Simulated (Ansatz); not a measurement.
Base system: Sr in the fcc (Cu type) structure (space group Fm-3m, No. 225).

```
Sr
1.0
    0.00000     2.96126     2.96126
    2.96126     0.00000     2.96126
    2.96126     2.96126     0.00000
Sr
1
Cartesian
  0.00000   0.00000   0.00000
```

The other end (x = 1) is Ca in the fcc (Cu type) structure (space group Fm-3m, No. 225): 40.58 Å³/atom, gap zero.

Method: Kohn–Sham DFT with the PBEsol functional, run in Ansatz (a program for electronic structure) with PAW and 420 eV plane waves, spin-orbit coupling left out.

Ca replaces a fraction x of Sr; each row is one arrangement (x, atoms in the cell, starting space group or random), fully relaxed.

One change was made to it. Results:

The mixing energy is +0.01 eV/atom (to 0.01 eV only: unlike meshes or grids); the deviation of the volume from the linear (Vegard-type) interpolation comes out as -0.7 %; the shortest interatomic distance drops by 0.260 Å to 3.928 Å.

Task: What was done to the base?
A. x(Ca) = 0.5, 4 atoms, Pmmn
B. x(Ca) = 0.25, 4 atoms, C2/m
C. x(Ca) = 0.5, 4 atoms, P4/nmm

Result: A, x(Ca) = 0.5, 4 atoms, Pmmn. For comparison, the shortest interatomic distance in the other runs: x(Ca) = 0.5, 4 atoms, P4/nmm gives 3.808 Å; x(Ca) = 0.25, 4 atoms, C2/m gives 4.054 Å.

Each cell is one ordered arrangement of few atoms, which overstates ordering effects compared with a random alloy. Whether these cells are dynamically stable was not tested.
